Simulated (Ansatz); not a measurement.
Start from WSi2 (space group I4/mmm, No. 139; a = 3.2122 Å, c = 7.8065 Å; relaxed with 0.1 eV smearing). Axes: x, y, z lie along a, b, c of the conventional cell.

All numbers come from r2SCAN (Ansatz, a program for electronic structure, PAW, without spin-orbit coupling), earlier PAW set.

Strains are applied to the cell and any free atomic positions relax.

One change was made to it. Results:

```csv
quantity,base,after
"pressure (mean of the normal stresses, compression positive)",0.0 GPa,-13.4 GPa
band gap,zero,zero
```

### Question
Which change produced these results?
(A) tensor shear ε_xy = −1.07 %
(B) isotropic strain +1.31 %
(C) isotropic strain −5.62 %
(D) isotropic strain +2.24 %

### Answer
D, isotropic strain +2.24 %. For comparison, the pressure in the other runs: isotropic strain +1.31 % gives -8.4 GPa; isotropic strain −5.62 % gives 59.4 GPa; tensor shear ε_xy = −1.07 % gives 0.1 GPa.

Stability against distortions was not tested. The final runs are not spin-polarised.
